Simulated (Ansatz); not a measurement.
The reference is MgS in the rock salt structure (space group Fm-3m, No. 225; a = 5.1821 Å).

The change: an isotropic linear strain of −0.69 %, atoms relaxed at fixed cell.

Levels (all Ansatz, a program for electronic structure, PAW): PBEsol (420 eV, without spin-orbit coupling); r2SCAN (500 eV, no spin-orbit coupling).

The geometry is relaxed with PBEsol.

| Property | Result |
|---|---|
| PBEsol electron mass | 0.55 mₑ along k, 0.30 mₑ across (at X) |
| PBEsol band gap | 2.77 eV |
| PBEsol gap character | indirect, Γ → X |

How does going to r2SCAN change the electron mass, band gap and gap character?

The electron mass becomes 0.53 mₑ along k, 0.30 mₑ across (at X) (PBEsol: 0.55 mₑ along k, 0.30 mₑ across (at X)); the band gap rises by 0.76 eV (2.77 eV → 3.53 eV); the gap character is still indirect, Γ → X.

Single points use the geometry relaxed with PBEsol. Masses are band curvatures over ±0.01 Å⁻¹ around the edge. Along k means along the line from Γ to the band edge. No phonon test of stability was made. The base started in P3_121 and relaxed to Fm-3m at this level.
